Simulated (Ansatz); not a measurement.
Consider Al in the fcc (Cu type) structure (space group Fm-3m, No. 225; a = 4.0405 Å).

(Cell as relaxed with PBE.)

Levels (all Ansatz, a quantum-chemistry and plane-wave program, PAW): PBE (420 eV, spin-orbit coupling left out); PBEsol (420 eV, no SOC).

Each level relaxes its own structure.

| quantity | PBE | PBEsol |
|---|---|---|
| volume per atom | 16.49 Å³ | 16.17 Å³ |
| lattice parameter a | 404.0 pm | 401.4 pm |
| band gap | zero | zero |

PBE's volume per atom lies 0.32 Å³ above PBEsol's (2.0 %); PBE's lattice parameter a lies 2.6 pm above PBEsol's (0.7 %); the two agree on the band gap. Neither level is exact; PBEsol is the comparison here, not a measurement.

Whether these cells are dynamically stable was not tested.
